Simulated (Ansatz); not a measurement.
Input and output of a self-consistent single point for CaPb₃ (P4mm, 4 atoms in the cell) (Ansatz, a first-principles code).

Level of theory: PBEsol, harder PAW files (source: ansatz) made with PBE (plane waves; Ansatz).

```
CELL_PARAMETERS angstrom
      4.90277     0.00000     0.00000
      0.00000     4.90277     0.00000
      0.00000     0.00000     4.90277
ATOMIC_POSITIONS crystal
  Ca 0.00000 0.00000 0.01020
  Pb 0.00000 0.50000 0.50000
  Pb 0.50000 0.00000 0.50000
  Pb 0.50000 0.50000 0.00000
```

Reference input (self-consistent single point, DFT, PBEsol, plane waves, default PAW files made with PBE): basis.ecutwfc = 420 eV; kpoints.mp_grid.grid = 5 5 5; hamiltonian.xc = pbesol; hamiltonian.pseudopotentials = {kind: paw} (the program's default PAW files); scf.occupations.method = gaussian; scf.occupations.width = 0.1 eV. This run's input differs from it in these lines:

Ansatz 0.2 input:
```diff
@@ -11,3 +11,3 @@
 basis:
-  ecutwfc: 420.0 eV
+  ecutwfc: 695.0 eV
 kpoints:
@@ -16,3 +16,3 @@
   xc: pbesol
-  pseudopotentials: { kind: paw }
+  pseudopotentials: { kind: paw, source: ansatz }
 scf:
```

The program printed (abridged):

```
SCF iter   1: F=—  HF=-47220.544407 eV  |F-HF|=—  |Δ(HF+E_count)|=         —  Δρ=8.64e-2  dr2=2.28e1  ethr=3.10e-3  ⟨swp⟩=8.8  Hψ=3561  notcnv=0
all-band conjugate gradients solve this SCF's bands
preconditioner: auto → Kerker (q_TF=auto, 2.536 Å⁻¹)
SCF iter   2: F=—  HF=-47217.022985 eV  |F-HF|=—  |Δ(HF+E_count)|=    3.52e0  Δρ=2.38e-2  dr2=2.27e0  ethr=3.10e-3  ⟨swp⟩=3.4  Hψ=1673  notcnv=0  defer=30
   [... lines left out ...]
SCF iter   6: F=—  HF=-47216.474302 eV  |F-HF|=—  |Δ(HF+E_count)|=   3.53e-4  Δρ=1.75e-4  dr2=8.34e-5  ethr=1.59e-6  ⟨swp⟩=2.0  Hψ=1266  notcnv=0  defer=30
SCF iter   7: F=—  HF=-47216.474102 eV  |F-HF|=—  |Δ(HF+E_count)|=   1.99e-4  Δρ=5.31e-5  dr2=4.18e-6  ethr=1.10e-7  ⟨swp⟩=2.2  Hψ=1242  notcnv=0  defer=28
SCF iter   8: F=—  HF=-47216.474102 eV  |F-HF|=—  |Δ(HF+E_count)|=   2.12e-9  Δρ=1.43e-5  dr2=6.20e-7  ethr=5.50e-9  ⟨swp⟩=2.0  Hψ=1227  notcnv=0  defer=28
SCF iter   9: F=-47216.474102 eV  HF=-47216.474102 eV  |F-HF|=4.69e-8  |Δ(HF+E_count)|=   2.05e-7  Δρ=4.46e-6  dr2=5.37e-8  ethr=1.32e-10  ⟨swp⟩=11.6  Hψ=3685  notcnv=0
SCF 1 converged in 9 iterations: F = -47216.474102 eV  dr2 = 5.37e-8
Free energy (F): -47216.474102 eV
Internal energy: -47216.455292 eV  (E = F + TS)
E sigma→0 (E₀):  -47216.464697 eV
Entropy (-TS):   -0.018810 eV (-4.702 meV/atom)
Fermi energy:    11.984736 eV
--- Forces (eV/Å), atoms counted from 1 ---
  atom   1  Ca    -0.00000000     0.00000000    -0.14199226
  atom   2  Pb     0.00000000     0.00000000     0.08298416
  atom   3  Pb     0.00000000     0.00000000     0.08298416
  atom   4  Pb    -0.00000000     0.00000000    -0.02398164
--- Stress (GPa, compression-positive) ---
       -0.719221       0.000000       0.000000
        0.000000      -0.719221       0.000000
        0.000000       0.000000      -0.729371
  P = ⅓ Tr σ = -0.7226 GPa (-7.226 kbar)
  The stress holds the Pulay correction. Without it, at fixed plane waves, as pw.x and ABINIT print it: P = -0.7237 GPa
```

The run converged in 9 iterations. Against the reference run the pressure hardly changes (-0.76 to -0.72 GPa) and the largest force stays at 0.142 eV/Å.

The starting cell comes from a database of computed structures (which also holds hypothetical and non-ambient phases and stackings), without a prior relaxation at this level. Its lattice was rescaled by up to half a per cent. One atom was moved a little off its site on purpose. Ansatz's pressure includes its estimate of the finite-basis (Pulay) stress.
